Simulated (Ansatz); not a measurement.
Start from Y in the hcp (Mg type) structure (space group P6_3/mmc, No. 194; relaxed with 0.1 eV smearing).

```
CELL_PARAMETERS angstrom
      3.59431     0.00000     0.00000
     -1.79716     3.11277     0.00000
      0.00000     0.00000     5.60992
ATOMIC_POSITIONS crystal
  Y  0.66667 0.33333 0.75000
  Y  0.33333 0.66667 0.25000
```

Cartesian axes are those of the cell as printed.

The values are results of Ansatz (a quantum-chemistry and plane-wave program), PBEsol, PAW, cutoff 420 eV, no spin-orbit coupling, not measurements.

Strains are applied to the cell and any free atomic positions relax.

One change was made to it. Results:

```json
[
 {"quantity": "energy relative to the base (free energy F)", "base": "0 meV/atom", "after": "+0.8 meV/atom"},
 {"quantity": "pressure (mean of the normal stresses, compression positive)", "base": "0.0 GPa", "after": "0.4 GPa"},
 {"quantity": "shortest interatomic distance", "base": "3.489 Å", "after": "3.481 Å"}
]
```

Q: What was done to the base?
(A) uniaxial strain ε_xx = +1.50 %
(B) uniaxial strain ε_xx = −1.00 %
(C) uniaxial strain ε_xx = −2.50 %
(D) uniaxial strain ε_xx = −3.00 %

A: B, uniaxial strain ε_xx = −1.00 %. For comparison, the pressure in the other runs: uniaxial strain ε_xx = −3.00 % gives 1.3 GPa; uniaxial strain ε_xx = +1.50 % gives -0.6 GPa; uniaxial strain ε_xx = −2.50 % gives 1.1 GPa.

No phonon test of stability was made. The final runs are not spin-polarised.
